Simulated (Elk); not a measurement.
Elk run on La3InN (Pm-3m, 5 atoms in the cell): self-consistent single point.

Computed with Elk 10.2.4 with LDA (PW92), spin-orbit coupling in second variation, all-electron FP-LAPW, Elk's shipped species files, APW+lo basis with extra local orbitals.

```xyz
5
Lattice="5.0125 0.0000 0.0000 0.0000 5.0125 0.0000 0.0000 0.0000 5.0125" Properties=species:S:1:pos:R:3 pbc="T T T"
La     2.5062     2.5062     0.0000
La     0.0000     2.5062     2.5062
La     2.5062     0.0000     2.5062
In     0.0000     0.0000     0.0000
N      2.5062     2.5062     2.5062
```

Reference input (self-consistent single point, DFT, LDA (PW92), all-electron FP-LAPW, Elk's shipped species files, APW+lo basis with extra local orbitals): xctype = 3; rgkmax = 7.5; stype = 0; swidth = 0.00499791 Ha; ngridk = 7 7 7; gmaxvr = 14 1/bohr; nxlo = 2; lorbcnd = true; rmtscf = 0.97; lmaxi = 3. This run's input differs from it in these lines:

```diff
@@ -5,2 +5,5 @@
   3
+
+spinorb
+  .true.
 
@@ -23,2 +26,5 @@
   3
+
+nempty
+  10
```

Log, with long lists cut:

```
│ Self-consistent loop started │
│ Loop number : 1 │
 total energy                :     -31428.9124692
 total moment                :   0.8614314809E-23 -0.3953793689E-22  0.1589122640E-22
│ Loop number : 2 │
 total energy                :     -31428.8494025
 total moment                :  -0.5230950351E-22 -0.1452121216E-22 -0.3483722584E-22
RMS change in Kohn-Sham potential (target) :   0.2131519829     (  0.1000000000E-05)
Absolute change in total energy (target)   :   0.6306675350E-01 (  0.1000000000E-03)
│ Loop number : 3 │
 total energy                :     -31426.8667912
   [... lines left out ...]
 total energy                :     -31406.4553369
 total moment                :   0.5180498245E-22  0.1276165221E-22  0.2352827007E-22
RMS change in Kohn-Sham potential (target) :   0.2988213763E-06 (  0.1000000000E-05)
Absolute change in total energy (target)   :   0.3299038253E-03 (  0.1000000000E-03)
│ Loop number : 17 │
 total energy                :     -31406.4553078
 total moment                :   0.2524652406E-22  0.5522562062E-22 -0.4165589864E-22
RMS change in Kohn-Sham potential (target) :   0.6782775675E-07 (  0.1000000000E-05)
Absolute change in total energy (target)   :   0.5335971582E-04 (  0.1000000000E-03)
Convergence targets achieved

│ Loop number : 18 │

Energies :
 Fermi                       :     0.334611484926
 xc effective B-field        :    -0.147845842937E-08
 external B-field            :      0.00000000000
 total energy                :     -31406.4553012
 (external B-field energy excluded from total)

Density of states at Fermi energy :    83.12056275
 (states/Hartree/unit cell)

Estimated indirect band gap :   0.3498834201E-02
 from k-point     18 to k-point      8
Estimated direct band gap   :   0.1677757885E-01
 at k-point     20

Charges :
 core                        :    170.0000000
 valence                     :    57.00000000
 interstitial                :    9.806044215
 muffin-tins (core leakage)
  species :    1 (La)
   atom    1                 :    54.53508198     (  0.3618220917E-03)
   [... lines left out ...]
  species :    2 (In)
   atom    1                 :   0.1625926483E-22  0.1029609960E-22 -0.2923083619E-23
  species :    3 (N)
   atom    1                 :   0.2721996847E-23  0.3890181412E-24  0.3748417275E-24
 total in muffin-tins        :   0.2911881581E-22  0.6057050292E-23  0.7589312246E-23
 total moment                :   0.6068102923E-22  0.7655806782E-23  0.2875186901E-22

│ Self-consistent loop stopped │
```

The run converged in 18 iterations. The count includes the last loop, which Elk runs after its targets are met. 

The starting cell comes from a database of computed structures (which also holds hypothetical and non-ambient phases and stackings), without a prior relaxation at this level. Its lattice was rescaled by a random factor within 2.5 % of one. Values depend on the basis (sphere radii, cutoffs, local orbitals), which need not be converged. The log's line on a gap gives a spacing of levels on this mesh, which the program prints for metals too.

Cost on one core of a shared machine: roughly 5 min.
